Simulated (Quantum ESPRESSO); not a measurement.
A working Quantum ESPRESSO input for LaAu2 (Imma, 6 atoms in the cell) (DFT, PBEsol, plane waves, GBRV 1.5 ultrasoft (PBESOL) pseudopotentials):

```fortran
&CONTROL
    calculation = 'scf',
    prefix = 'run',
    outdir = './tmp',
    pseudo_dir = './',
    tprnfor = .true.,
    tstress = .true.,
/
&SYSTEM
    ibrav = 11,
    celldm(1) = 9.01527485,
    celldm(2) = 1.5668645002,
    celldm(3) = 1.7499663570,
    nat = 6,
    ntyp = 2,
    ecutwfc = 40,
    ecutrho = 320,
    occupations = 'smearing',
    smearing = 'mp',
    degauss = 0.0036749,
/
&ELECTRONS
    conv_thr = 1.0d-10,
    mixing_beta = 0.3,
/
ATOMIC_SPECIES
La   138.9055  la_pbesol_v1.uspp.F.UPF
Au   196.9666  au_pbesol_v1.uspp.F.UPF
ATOMIC_POSITIONS {crystal}
La   -0.51645000    0.25000000    0.23355000
La    0.51645000   -0.25000000    0.76645000
Au   -0.16561000    0.48282000    0.35157000
Au    0.16561000   -0.48282000    0.64843000
Au   -0.16561000    0.01718000    0.81721000
Au    0.16561000   -0.01718000    0.18279000
K_POINTS {automatic}
5 5 5  0 0 0
```

The run converged in 18 iterations: free energy E − TS -9030.2052 eV; Fermi level (on the code's own zero) 12.59 eV; pressure -5.34 GPa; largest force (vector length) 0.066 eV/Å. Each of these slips is then made, one at a time:

(1)
```diff
+CELL_PARAMETERS {angstrom}
+    2.38533900     3.73750300     4.17426300
+   -2.38533900     3.73750300     4.17426300
+   -2.38533900    -3.73750300     4.17426300
```

(2)
```diff
-    ecutwfc = 40,
-    ecutrho = 320,
+    ecutwfc = 6,
+    ecutrho = 48,
```

(3)
```diff
-    ecutwfc = 40,
+    ecutwfc = 40.0,
-Au    0.16561000   -0.01718000    0.18279000
+Au    0,16561000   -0,01718000    0,18279000
```

Q: How does each altered input end?

A: 
(1) The cell or its scale given twice. The program stopped before any SCF iteration.
```
Error in routine cell_base_init (2):
redundant data for cell parameters
```

(2) A basis or grid far too coarse for these potentials. The run converged in 25 iterations without an error; against the sound input the free energy rises by 122 eV/atom, the pressure goes from -5.34 to -571.2 GPa and the largest force goes from 0.066 to 2.607 eV/Å.

(3) Decimal commas. The program stopped before any SCF iteration.
```
Error in routine card_atomic_positions (1):
Error while parsing atomic position card.
```

The starting cell comes from a database of computed structures (which also holds hypothetical and non-ambient phases and stackings), without a prior relaxation at this level. Its lattice was rescaled by a random factor within 2.5 % of one. In the base run, with a pressure of about -5 GPa the cell is away from its equilibrium volume at this level.

Left out of this page: 4 runs of the series outside the window shown, repeating another row's setting, or not comparable.
